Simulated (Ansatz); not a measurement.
Take AlN (space group P4_2/mnm, No. 136; a = 5.294 Å, c = 3.109 Å; a hypothetical phase, not in the database extracts checked) as the base.

It is then changed as follows: a hydrostatic pressure of 1.5 GPa.

Method: PBEsol (Ansatz, a quantum-chemistry and plane-wave program; PAW; 420 eV plane waves; spin-orbit coupling left out).

Base, band edges from the VBM (valence, conduction): A -0.98, 5.11; M -0.96, 5.96; R -0.69, 6.18; X -0.63, 5.74; Z -1.52, 5.90; Γ -0.02, 3.75 eV.

### Question
Give the band edges at the high-symmetry points of the new zone, measured from its valence-band maximum.

### Answer
```tsv
point	valence edge (eV)	conduction edge (eV)
Γ	-0.02	3.80
X	-0.64	5.78
M	-0.98	5.99
Z	-1.53	5.92
R	-0.69	6.21
A	-0.98	5.13
```

The gap is 3.80 eV, indirect, M–Γ (86 % along) → Γ.

Load acts through the strain it causes; cell and atoms are relaxed under it. Stability against distortions was not tested.
